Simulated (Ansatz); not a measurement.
AlN, response to strain

Consider AlN in the zinc blende structure (space group F-43m, No. 216).

```
AlN
1.0
    0.00000     2.17113     2.17113
    2.17113     0.00000     2.17113
    2.17113     2.17113     0.00000
Al N
1 1
Direct
  0.00000   0.00000   0.00000
  0.25000   0.25000   0.25000
```

Cartesian axes are those of the cell as printed.

Strains are applied to the cell and any free atomic positions relax.

Method: LDA in Ansatz (plane waves to 420 eV, PAW, no SOC).

Notes on the quantities. energy relative to the base: free energy F; pressure: mean of the normal stresses, compression positive.

```tsv
variant	energy relative to the base	band gap	smallest direct gap	pressure
base	0 meV/atom	3.25 eV	4.39 eV	0.00 GPa
tensor shear ε_xy = +1.43 %	+4.9 meV/atom	3.10 eV	4.24 eV	0.05 GPa
tensor shear ε_xy = +0.86 %	+1.8 meV/atom	3.17 eV	4.30 eV	0.02 GPa
tensor shear ε_xy = +1.14 %	?	?	?	0.03 GPa
tensor shear ε_xy = +2.00 %	+9.6 meV/atom	3.02 eV	4.17 eV	0.10 GPa
tensor shear ε_xy = +0.29 %	+0.2 meV/atom	3.23 eV	4.36 eV	0.01 GPa
tensor shear ε_xy = +0.57 %	+0.8 meV/atom	3.20 eV	4.33 eV	0.01 GPa
tensor shear ε_xy = +1.71 %	+7.0 meV/atom	3.06 eV	4.20 eV	0.07 GPa
```

Some entries are withheld; estimate them.


- tensor shear ε_xy = +1.14 %, energy relative to the base: +3.1 meV/atom
- tensor shear ε_xy = +1.14 %, band gap: 3.13 eV
- tensor shear ε_xy = +1.14 %, smallest direct gap: 4.27 eV

Stability against distortions was not tested. This is not the structure that AlN has at room temperature and ambient pressure.

Ansatz is a program for electronic structure.
